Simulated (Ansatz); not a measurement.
We consider SrHfN₂ (R-3m, No. 166, 4 atoms in the cell; start mp-9383), described by r²SCAN in Ansatz (PAW).

Settings: plane-wave cutoff 560 eV, 12×12×12 k mesh, Fermi–Dirac smearing 0.01 eV, scalar-relativistic PAW data made under PBE.

Cell (relaxed at this level):

```
CELL_PARAMETERS angstrom
      1.67048     0.96445     5.90397
     -1.67048     0.96445     5.90397
      0.00000    -1.92890     5.90397
ATOMIC_POSITIONS crystal
  Sr 0.00000 0.00000 0.00000
  Hf 0.50000 0.50000 0.50000
  N  0.23281 0.23281 0.23281
  N  0.76719 0.76719 0.76719
```

Task: Predict the band gap, smallest direct gap on the k points sampled and Γ–Γ gap.

Result: 
* **band gap**: 0.63 eV
* **smallest direct gap on the k points sampled**: 1.23 eV
* **Γ–Γ gap**: 2.81 eV

Spin–orbit coupling is not included.

Computing time: roughly 70 core-seconds.

A start named mp-… is a Materials Project structure, which need not be a measured phase.

Ansatz is an electronic-structure program.
